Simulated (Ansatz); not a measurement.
Base system: Ta in the bcc (W type) structure (space group Im-3m, No. 229; relaxed with 0.1 eV smearing).

```yaml
crystal:
  lattice:
    - [-1.62703, 1.62703, 1.62703]
    - [1.62703, -1.62703, 1.62703]
    - [1.62703, 1.62703, -1.62703]
  atoms:
    - { symbol: Ta, position: [0.00000, 0.00000, 0.00000] }
```

Cartesian axes are those of the cell as printed.

Computed with LDA (Ansatz, an electronic-structure program; PAW; 420 eV plane waves; no SOC).

For the base:

```
Item                            Result
-----------------------------  -------
Shortest interatomic distance  2.818 Å
```

It is then changed as follows: the cell is stretched by 1.00 % along z with no lateral relaxation, atoms relaxed at fixed cell.

Q: What happens to the energy relative to the base, stress and shortest interatomic distance?

A: The energy goes up by 1.6 meV/atom; the stress (xx, yy, zz, yz, xz, xy; compression positive) comes out as (-1.7, -1.7, -2.9, 0.0, 0.0, 0.0) GPa; the shortest interatomic distance grows by 0.0094 Å to 2.828 Å.

The cells carry an imposed strain or load. Stability against distortions was not tested. All final runs are without spin polarisation.
